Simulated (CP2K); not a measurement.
## A self-consistent single point of a (001) slab of Se (cut from a parent of space group no. 152; 3 atoms in the cell) with CP2K

Level of theory: LDA (Pade form), GPW, DZVP-MOLOPT-SR-GTH basis, GTH-PADE potentials (GTH_POTENTIALS) (CP2K).

Input as run:

```
&GLOBAL
  PROJECT run
  RUN_TYPE ENERGY_FORCE
  PRINT_LEVEL LOW
&END GLOBAL
&FORCE_EVAL
  METHOD Quickstep
  STRESS_TENSOR ANALYTICAL
  &DFT
    BASIS_SET_FILE_NAME BASIS_MOLOPT
    POTENTIAL_FILE_NAME GTH_POTENTIALS
    &QS
      METHOD GPW
      EPS_DEFAULT 1E-10
    &END QS
    &MGRID
      CUTOFF 400
      REL_CUTOFF 50
      NGRIDS 5
    &END MGRID
    &SCF
      SCF_GUESS ATOMIC
      EPS_SCF 1E-6
      MAX_SCF 100
      ADDED_MOS 4
      &DIAGONALIZATION
        ALGORITHM STANDARD
      &END DIAGONALIZATION
      &MIXING
        METHOD BROYDEN_MIXING
        ALPHA 0.3
        NBUFFER 8
        BETA 1
      &END MIXING
      &SMEAR ON
        METHOD FERMI_DIRAC
        ELECTRONIC_TEMPERATURE [K] 116.05
      &END SMEAR
    &END SCF
    &KPOINTS
      SCHEME MONKHORST-PACK 3 3 1
    &END KPOINTS
    &XC
      &XC_FUNCTIONAL PADE
      &END XC_FUNCTIONAL
    &END XC
    &PRINT
      &MO
        EIGENVALUES T
        OCCUPATION_NUMBERS T
        NDIGITS 8
        FILENAME mo
        &EACH
          QS_SCF 0
        &END EACH
        ADD_LAST NUMERIC
      &END MO
      &MULLIKEN OFF
      &END MULLIKEN
    &END PRINT
  &END DFT
  &SUBSYS
    &CELL
      ABC 4.38311000 4.38311034 17.30991000
      ALPHA_BETA_GAMMA 90.00000000 90.00000000 119.99999744
      PERIODIC XYZ
    &END CELL
    &COORD
      SCALED
      Se       0.00000000     0.22500000     0.49999700
      Se       0.77500000     0.77500000     0.59560700
      Se       0.22500000     0.00000000     0.40439300
    &END COORD
    &KIND Se
      BASIS_SET DZVP-MOLOPT-SR-GTH
      POTENTIAL GTH-PADE-q6
    &END KIND
  &END SUBSYS
  &PRINT
    &FORCES ON
    &END FORCES
    &STRESS_TENSOR ON
    &END STRESS_TENSOR
  &END PRINT
&END FORCE_EVAL
```

Log, with long lists cut:

```
 GLOBAL| Method name                                                        CP2K
 GLOBAL| Project name                                                        run
 GLOBAL| Run type                                                   ENERGY_FORCE

 TOTAL NUMBERS AND MAXIMUM NUMBERS

  Total number of            - Atomic kinds:                                   1
                             - Atoms:                                          3
                             - Shell sets:                                     3
                             - Shells:                                        15
                             - Primitive Cartesian functions:                 12
                             - Cartesian basis functions:                     42
                             - Spherical basis functions:                     39

  Maximum angular momentum of the orbital basis functions:                     2

 SCF PARAMETERS         Density guess:                                    ATOMIC
                        max_scf:                                             100
                        max_diis:                                              4
                        eps_scf:                                        1.00E-06
                        eps_diis:                                       1.00E-01
                        eps_eigval:                                     1.00E-05
                        level_shift [a.u.]:                             0.000000
                        added MOs                                         4    0
                        Mixing method:                            BROYDEN_MIXING
                                                charge density mixing in g-space
                        Smear method:                                FERMI_DIRAC
                        Electronic temperature [K]:                        116.0
                        Electronic temperature [a.u.]:                  3.68E-04
                        Accuracy threshold:                             1.00E-10
                        No outer SCF

 Extrapolation method: initial_guess

 Number of electrons:                                                         18
 Number of occupied orbitals:                                                  9
 Number of molecular orbitals:                                                13

 Number of orbital functions:                                                 39
 Number of independent orbital functions:                                     39

 SCF WAVEFUNCTION OPTIMIZATION

  Step     Update method      Time    Convergence         Total energy    Change
     1 NoMix/Diag. 0.30E+00      -     0.50108180       -28.3669876015 -2.84E+01
     2 Broy./Diag. 0.30E+00      -     0.11569061       -28.7258142129 -3.59E-01
     3 Broy./Diag. 0.30E+00      -     0.10987040       -28.6072840818  1.19E-01
     4 Broy./Diag. 0.30E+00      -     0.01173815       -28.4796132382  1.28E-01
     5 Broy./Diag. 0.30E+00      -     0.00732498       -28.4256525156  5.40E-02
     6 Broy./Diag. 0.30E+00      -     0.00208044       -28.4020707750  2.36E-02
     7 Broy./Diag. 0.30E+00      -     0.00190752       -28.3931935871  8.88E-03
   [... 12 lines left out ...]
    20 Broy./Diag. 0.30E+00      -     0.00000282       -28.3910252567 -9.36E-06
    21 Broy./Diag. 0.30E+00      -     0.00000262       -28.3910177713  7.49E-06
    22 Broy./Diag. 0.30E+00      -     0.00000117       -28.3910060330  1.17E-05
    23 Broy./Diag. 0.30E+00      -     0.00000198       -28.3909989277  7.11E-06
    24 Broy./Diag. 0.30E+00      -     0.00000052       -28.3909976051  1.32E-06

  *** SCF run converged in    24 steps ***

  Electronic density on regular grids:        -18.0000000000       -0.0000000000
  Core density on regular grids:               17.9999999968       -0.0000000032
  Total charge density on r-space grids:       -0.0000000032
  Total charge density g-space grids:          -0.0000000032

  Overlap energy of the core charge distribution:               0.00000000740110
  Self energy of the core charge distribution:                -59.73772061093890
  Core Hamiltonian energy:                                     12.84755014592109
  Hartree energy:                                              24.43591776955001
  Exchange-correlation energy:                                 -5.93674489911498
  Electronic entropic energy:                                  -0.00000001790368
  Fermi energy:                                                -0.12436050143545

  Total energy:                                               -28.39099760508509
  Total energy (extrapolated to T->0):                        -28.39099759613325

 ENERGY| Total FORCE_EVAL ( QS ) energy [hartree]            -28.391000717399525

 FORCES| Atomic forces [hartree/bohr]
 FORCES|   Atom     x               y               z               |f|
 FORCES|      1  1.26773404E-02 -2.19622421E-02  6.53765754E-06   2.53585307E-02
 FORCES|      2 -7.07195233E-03  1.05601446E-02 -1.87162363E-02   2.26235864E-02
 FORCES|      3 -5.60535086E-03  1.14020336E-02  1.87096979E-02   2.26159042E-02
 FORCES| Sum     3.72038761E-08 -6.39136199E-08 -7.23040593E-10
 FORCES| Total atomic force                                       7.39567576E-08

 STRESS| Analytical stress tensor [bar]
 STRESS|                        x                   y                   z
 STRESS|      x       -2.31831106219E+04   8.70145439145E+02  -6.94375372049E+02
 STRESS|      y        8.70145439145E+02  -2.41880287326E+04  -3.98165973014E+02
 STRESS|      z       -6.94375372049E+02  -3.98165973014E+02  -1.77184835174E+04
 STRESS| 1/3 Trace                                            -2.16965409573E+04
```

The run converged in 24 iterations.

The starting cell has typed, rounded lattice constants, without a prior relaxation at this level. The slab is cut from that crystal, and its faces are unrelaxed. Its lattice was rescaled by up to half a per cent. Spin polarisation is off, though cut faces can carry moments; a gap of a slab can lie between surface states. Values carry the incompleteness of an atom-centred basis. Forces in this geometry exceed 1 eV/Å.
